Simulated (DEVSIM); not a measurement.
Device: CdS/CdTe n-p heterojunction, at 300 K.

Layer 1 from the left is CdS, thickness (μm) 1.60, Nd (cm⁻³) 3.5e17, τn (s) 2e-9, τp (s) 2e-9. Layer 2 from the left is CdTe, thickness (μm) 0.460, Na (cm⁻³) 1.7e16, τn (s) 2e-9, τp (s) 2e-9.

Left contact: ohmic. Right contact: ohmic. Voltage is applied to the left contact. Recombination: SRH at mid-gap. Mobility is constant in doping.

Constants are typed, rounded textbook-type inputs, not results; the design itself was drawn at random and stands for no fabricated device. Values at 300 K.

CdS: gap (eV) 2.4, affinity (eV) 4.3, permittivity 9, Nc (cm⁻³) 2.2e18, Nv (cm⁻³) 1.8e19, μn (cm²/Vs) 300, μp (cm²/Vs) 25. CdTe: gap (eV) 1.5, affinity (eV) 4.28, permittivity 10.2, Nc (cm⁻³) 8e17, Nv (cm⁻³) 1.8e19, μn (cm²/Vs) 1000, μp (cm²/Vs) 80.

DEVSIM, 1D drift-diffusion, Boltzmann statistics, complete ionisation; no tunnelling, impact ionisation, image-force lowering or self-heating. Band offsets follow the typed affinities; no thermionic-emission limit at abrupt steps, no polarisation charge.

Question: What does the simulation give for the potential step across the device at zero bias, the dark forward voltage at 100 A/cm², the dark forward voltage at 1 A/cm², the largest field in the device at zero bias?

Answer: potential step across the device at zero bias 1.252 V; dark forward voltage at 100 A/cm² 1.148 V; dark forward voltage at 1 A/cm² 1.022 V; largest field in the device at zero bias 93000 V/cm.
